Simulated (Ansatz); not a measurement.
Start from BN in the wurtzite structure (space group P6_3mc, No. 186).

```
CELL_PARAMETERS angstrom
      2.52320     0.00000     0.00000
     -1.26160     2.18516     0.00000
      0.00000     0.00000     4.17514
ATOMIC_POSITIONS crystal
  B  0.33333 0.66667 0.00030
  B  0.66667 0.33333 0.50030
  N  0.33333 0.66667 0.37470
  N  0.66667 0.33333 0.87470
```

Calculations: LDA, PAW, 420 eV (Ansatz, a quantum-chemistry and plane-wave program; no spin-orbit coupling).

Before the change:

| Item | Result |
|---|---|
| Electron mass | 0.30 mₑ along c, 0.50 mₑ across (at K) |
| Pressure | 0.0 kbar |

Now apply this change: an isotropic linear strain of −0.60 %, atoms relaxed at fixed cell.

### Question
How does this affect the electron mass?

### Answer
The electron mass goes from 0.30 mₑ along c, 0.50 mₑ across (at K) to 0.30 mₑ along c, 0.51 mₑ across (at K).

### Question
How does this affect the energy relative to the base?

### Answer
The energy rises by 2.4 meV/atom.

### Question
What does the calculation give for the mean gap deformation potential ΔEg/Δln V after the change?

### Answer
The mean gap deformation potential ΔEg/Δln V amounts to +2.3 eV.

### Question
Estimate the effect on the pressure.

### Answer
The pressure (mean of the normal stresses, compression positive) goes from zero to 74.9 kbar.

Effective masses come from finite differences of ±0.01 Å⁻¹. No phonon test of stability was made.
